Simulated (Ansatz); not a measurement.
Output of an Ansatz run (abridged):

```
WARN the atoms were moved onto the symmetric positions of the space group found under crystal.symmetry.tolerance 1.0e-5 (fractional …
WARN ansatz: RAYON_NUM_THREADS=1 ignored (pool sized by the plan → 1); use --threads N
Pseudopotentials: kind: paw
Pseudopotential: Ba, paw, valence charge 10
Pseudopotential: Sb, paw, valence charge 15
Pseudopotential: Pt, paw, valence charge 18
Crystal: 3 atoms, lattice volume = 91.468 Å³
Basis set: ecut = 420 eV, 1835 PW (Γ)
Bands: 26, of which v1, the nominal top of the filled ones, is band 22 counted from 1 (21 counted from 0)
Symmetry: 6 space group operations
Space group: P3m1 (ITA 156), of the structure as read, at distance tolerance 4.5e-5 Å
k-points: 55 of 448 (time reversal used)
PAW frozen core: Ba, regenerated for the run's functional, and the local potential with it
PAW frozen core: Sb, regenerated for the run's functional, and the local potential with it
PAW frozen core: Pt, regenerated for the run's functional, and the local potential with it
Initial density: superposition of atomic densities (neutral atoms: chi_scale 0, normalization atom), corrected by the library's trained network
Initial wavefunctions: pseudopotential atomic-orbital guess
Eigensolver: davidson
Functional: x = slater, c = lda
SCF iter   1: F=—  HF=-24363.126374 eV  |F-HF|=—  |Δ(HF+E_count)|=         —  Δρ=5.81e-3  dr2=2.21e-2  ethr=1.77e-3  ⟨swp⟩=7.7  Hψ=7155  notcnv=0
all-band conjugate gradients solve this SCF's bands
preconditioner: auto → Kerker (q_TF=auto, 2.406 Å⁻¹)
SCF iter   2: F=—  HF=-24363.122194 eV  |F-HF|=—  |Δ(HF+E_count)|=   4.18e-3  Δρ=3.14e-3  dr2=8.95e-3  ethr=5.13e-5  ⟨swp⟩=2.6  Hψ=2651  notcnv=0
SCF iter   3: F=—  HF=-24363.119763 eV  |F-HF|=—  |Δ(HF+E_count)|=   2.43e-3  Δρ=1.19e-3  dr2=3.13e-3  ethr=2.08e-5  ⟨swp⟩=2.0  Hψ=1836  notcnv=0
SCF iter   4: F=—  HF=-24363.119214 eV  |F-HF|=—  |Δ(HF+E_count)|=   5.49e-4  Δρ=4.48e-4  dr2=6.64e-4  ethr=7.28e-6  ⟨swp⟩=2.1  Hψ=1702  notcnv=0
SCF iter   5: F=—  HF=-24363.119040 eV  |F-HF|=—  |Δ(HF+E_count)|=   1.75e-4  Δρ=2.52e-4  dr2=9.21e-5  ethr=1.54e-6  ⟨swp⟩=2.0  Hψ=2434  notcnv=0
SCF iter   6: F=—  HF=-24363.119038 eV  |F-HF|=—  |Δ(HF+E_count)|=   1.50e-6  Δρ=5.30e-5  dr2=3.90e-6  ethr=2.14e-7  ⟨swp⟩=2.0  Hψ=1867  notcnv=0
SCF iter   7: F=—  HF=-24363.119038 eV  |F-HF|=—  |Δ(HF+E_count)|=   2.28e-7  Δρ=1.19e-5  dr2=1.69e-7  ethr=9.08e-9  ⟨swp⟩=2.0  Hψ=2557  notcnv=0
SCF iter   8: F=-24363.119038 eV  HF=-24363.119038 eV  |F-HF|=5.89e-9  |Δ(HF+E_count)|=   2.99e-9  Δρ=3.40e-6  dr2=1.56e-8  ethr=2.33e-10  ⟨swp⟩=8.0  Hψ=7389  notcnv=0
SCF 1 converged in 8 iterations: F = -24363.119038 eV  dr2 = 1.56e-8
SCF converged after 8 iterations
Free energy (F): -24363.119038 eV
Harris-Foulkes:  -24363.119038 eV  (|F-HF|=5.89e-9)
Internal energy: -24363.107867 eV  (E = F + TS)
E sigma→0 (E₀):  -24363.113452 eV
Entropy (-TS):   -0.011171 eV (-3.724 meV/atom)
Fermi energy:    10.369773 eV
--- Per-component energies (eV) ---
  E_band       = -529.239229
  E_kinetic    = 1017.235085
  E_local      = -4911.685951  (includes V_loc(G=0)·N_el)
  E_nonlocal   = 635.570941
  E_hartree    = 2049.963772
  E_xc         = -565.183422
  E_vxc        = -536.043123  (∫ρ·V_xc dr)
  E_paw        = -18664.864129  (= ΣΔE_a)
  E_vpaw       = -834.246002  (= ΣTr[D̂ρ^β])
  E_aug_tail   = 0.000172  (compensation charges beyond the density's cutoff)
  E_ewald      = -3925.449543
  E_core_change = 1.305209  (= ΣΔE_core)
  E_smearing   = -0.011171  (= −TS)
  E_closure    = 0.000000  (closes the sum)
  Σ components = -24363.119038   (vs F -24363.119038, Δ=0.00e0)
--- Forces (eV/Å), atoms counted from 1 ---
  atom   1  Ba    -0.00000000    -0.00000000    -0.11801205
  atom   2  Sb     0.00000000     0.00000000     0.09976070
  atom   3  Pt     0.00000000    -0.00000000     0.01823459
  max |Σ_I F_I| component: 1.68e-5 eV/Å
--- Stress (GPa, compression-positive) ---
       -5.160058       0.000000      -0.000000
        0.000000      -5.160058      -0.000000
       -0.000000      -0.000000      -4.277593
  P = ⅓ Tr σ = -4.8659 GPa (-48.659 kbar)
  The stress holds the Pulay correction. Without it, at fixed plane waves, as pw.x and ABINIT print it: P = -4.8898 GPa
--- Band table (eV; the first three rows and the last of 55) ---
  k-point 0: bands = ["-87.3601", "-41.5833", "-41.5833", "-41.3361", "-17.8547", "-17.8547", "-17.8344", "-17.8275", "-17.8275", "-17.1946", "-2.3565", "-2.2606", "-2.2606", "0.3713", "6.3650", "6.3650", "7.7159", "8.1108", "8.1108", "9.5264", [...]
  k-point 1: bands = ["-87.3601", "-41.5833", "-41.5833", "-41.3361", "-17.8547", "-17.8547", "-17.8342", "-17.8275", "-17.8275", "-17.1938", "-2.4343", "-2.2582", "-2.2582", "0.5079", "6.3484", "6.3484", "7.7122", "8.1023", "8.1023", "9.1578", [...]
  k-point 2: bands = ["-87.3601", "-41.5833", "-41.5833", "-41.3361", "-17.8546", "-17.8546", "-17.8337", "-17.8276", "-17.8276", "-17.1918", "-2.5901", "-2.2526", "-2.2526", "0.8053", "6.3132", "6.3132", "7.6070", "8.0777", "8.0777", "8.6498", [...]
  k-point 54: bands = ["-87.3601", "-41.5838", "-41.5833", "-41.3361", "-17.8612", "-17.8591", "-17.8329", "-17.8292", "-17.8276", "-17.1622", "-2.5274", "-2.4285", "-2.4054", "1.3390", "5.6932", "7.3199", "7.5628", "7.9516", "8.2308", "8.3662", [...]
```

The structure:

```
CELL_PARAMETERS angstrom
      4.59084     0.00000     0.00000
     -2.29542     3.97578     0.00000
      0.00000     0.00000     5.01134
ATOMIC_POSITIONS crystal
  Ba 0.00000 0.00000 0.00998
  Sb 0.66667 0.33333 0.50000
  Pt 0.33333 0.66667 0.50000
```

Task: Reconstruct the input of this run.

Result: Other spellings and defaults could give the same log, and not every line can be read from it. The input that was run (DFT, LDA (PW92), plane waves, default PAW files made with PBE):

Ansatz 0.2 input:
```yaml
crystal:
  lattice:
    - [4.59084000, 0.00000000, 0.00000000]
    - [-2.29542000, 3.97578400, 0.00000000]
    - [0.00000000, 0.00000000, 5.01134200]
  atoms:
    - { symbol: Ba, position_ang: [0.00000000, 0.00000000, 0.04999816] }
    - { symbol: Sb, position_ang: [2.29542230, 1.32526001, 2.50567100] }
    - { symbol: Pt, position_ang: [-0.00000230, 2.65052399, 2.50567100] }
basis:
  ecutwfc: 420.0
kpoints:
  mp_grid: { grid: [8, 8, 7] }
hamiltonian:
  xc: lda
  pseudopotentials: { kind: paw }
scf:
  occupations: { method: gaussian, width: 0.1 }
output:
  forces: true
  eigenvalues: true
  stress: true
```

The starting cell comes from a database of computed structures (which also holds hypothetical and non-ambient phases and stackings), without a prior relaxation at this level. Its lattice was rescaled by up to half a per cent. One atom was moved a little off its site on purpose. Spin-orbit coupling is off. Spin polarisation is off. With a pressure of about -5 GPa the cell is away from its equilibrium volume at this level. Ansatz's pressure includes its estimate of the finite-basis (Pulay) stress.

Ansatz is a quantum-chemistry and plane-wave program.
